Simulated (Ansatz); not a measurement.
Consider PbS in the rock salt structure (space group Fm-3m, No. 225; a = 6.009 Å).

The values are results of DFT with PBE, PAW potentials and a 420 eV plane-wave cutoff in Ansatz (a program for electronic structure), no SOC, not measurements.

For the base:

* **Shortest interatomic distance**: 3.005 Å

Modification: cell and atoms relaxed at a pressure of 5 GPa.

### Question
Estimate the effect on the mean gap deformation potential ΔEg/Δln V and shortest interatomic distance.

### Answer
The mean gap deformation potential ΔEg/Δln V is +3.7 eV; the shortest interatomic distance shrinks by 0.079 Å, from 3.005 Å to 2.926 Å.

With Pb present, leaving out spin-orbit coupling can change the band edges. Load acts through the strain it causes; cell and atoms are relaxed under it. Whether these cells are dynamically stable was not tested. Competing high-pressure phases were not computed. The base started in Pnma and relaxed to Fm-3m at this level.
